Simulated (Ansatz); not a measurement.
Start from PtSe$_{2}$ in the CdI2 type structure (space group P-3m1, No. 164; a = 3.772 Å, c = 4.818 Å; layered).

Calculations: PBE-D3(BJ)/PAW in Ansatz (a quantum-chemistry and plane-wave program), scalar-relativistic without spin-orbit coupling.

One change was made to it. Results:

```json
[
 {"quantity": "c/a ratio", "base": "1.277", "after": "1.203"},
 {"quantity": "lattice parameter a", "base": "3.772 Å", "after": "3.715 Å"}
]
```

Problem. Which of these changes matches the shifts?
(A) pressure 1.5 GPa
(B) pressure −1 GPa
(C) pressure 3 GPa
(D) pressure 10 GPa

Solution. D, pressure 10 GPa. For comparison, the lattice parameter a in the other runs: pressure 3 GPa gives 3.754 Å; pressure −1 GPa gives 3.778 Å; pressure 1.5 GPa gives 3.763 Å.

Load acts through the strain it causes; cell and atoms are relaxed under it. Stability against distortions was not tested. Competing high-pressure phases were not computed. The final runs are not spin-polarised.
